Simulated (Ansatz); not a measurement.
An ideal cubic perovskite cell is held by its symmetry; such compounds can tilt or shift off centre at room temperature.

Crystal: BaTiO₃ (Pm-3m, cubic perovskite, 5 atoms a cell, 12.9 Å³ an atom, -2 GPa at this level); both levels run on this one cell.

Complex bands along the normal of (001) by Ansatz (plane waves, PAW, no spin-orbit coupling). r2SCAN gives a gap of 2.15 eV and a slowest mid-gap decay of 0.249 1/Å.

### Question
What does PBE give on the same cell, and what does that do to the current through 2 nm?

### Answer
Gap 1.80 eV, κ = 0.235 1/Å. The mid-gap transmission through 2 nm changes by exp(2 × 20 × (0.249 − 0.235)) = a factor of 1.8 against r2SCAN.

Ansatz is a first-principles code.
